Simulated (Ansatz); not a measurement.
For Sr2O (model structure, started from the Ca2N type, R-3m, No. 166, 3 atoms in the cell), PBEsol (plane waves, PAW; Ansatz, a quantum-chemistry and plane-wave program) gives:

```
Property                    Value
-------------------  ------------
lattice parameter a       3.767 Å
lattice parameter c      19.407 Å
bulk modulus B0          35.6 GPa
cohesive energy      4.02 eV/atom
```

What does r²SCAN in Ansatz (PAW) give for the same quantities?


- lattice constant a: 3.829 Å (goes up by 1.6 %)
- lattice parameter c: 19.471 Å (grows by 0.3 %)
- bulk modulus: 37.5 GPa (goes up by 5.3 %)
- cohesive energy: 3.92 eV/atom (drops by 0.10 eV/atom)

Changes are worked out from the printed values.

Unless a cell is named, each level is at its own relaxed cell (PBEsol 26.50, r²SCAN 27.46 Å³/atom).

Caveats: the bulk modulus is −V dP/dV from two relaxed cells at ±2 % in volume (PBEsol, r²SCAN). Ansatz's density-functional and Hartree–Fock values are scalar-relativistic unless marked +SOC, with PAW data made under PBE.

A model structure was made by putting elements into a prototype or built by hand; it is no filed structure, need not be a known phase, and can be a saddle point held by its symmetry.
